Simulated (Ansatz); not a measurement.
Cost and result by functional for the surface energy of the (31-40) surface of hcp Re in its 1x1 cell, outermost plane spacing 0.22 Å in the ideal cut, in Ansatz (plane waves, PAW). Single points on the PBE structure, on one kind of machine; costs are rough ratios of the slab run's core time (references not counted) to the cheapest single point. r2SCAN's cost holds its higher cutoff (500 against 420 eV). Differences are taken against r2SCAN for comparison alone: no measured value is at hand, so the table doesn't rank accuracy.

Model: 32-atom slab, 10.2 Å thick at the start (thin: gaps and levels are the slab's own), 9x4x1 mesh, Fermi-Dirac 0.1 eV, dipole correction, all atoms relaxed; start symmetry kept, larger cells not searched; no spin, no spin-orbit, no U. These notes are the PBE run's.

```
functional                     relative cost  surface energy (J/m²)  less r2SCAN (J/m²)
-----------------------------  -------------  ---------------------  ------------------
RPBE                                       1                   3.11               -0.39
LDA                                        1                   3.85                0.35
PBEsol                                     1                   3.74                0.24
r2SCAN                                     2                   3.50                0.00
PBE (the relaxed run's value)              –                   3.33               -0.18
```

The values span 0.74 J/m², while the single points' costs differ by a factor of roughly 2. Differences are of unrounded values.

Ansatz is an electronic-structure program.
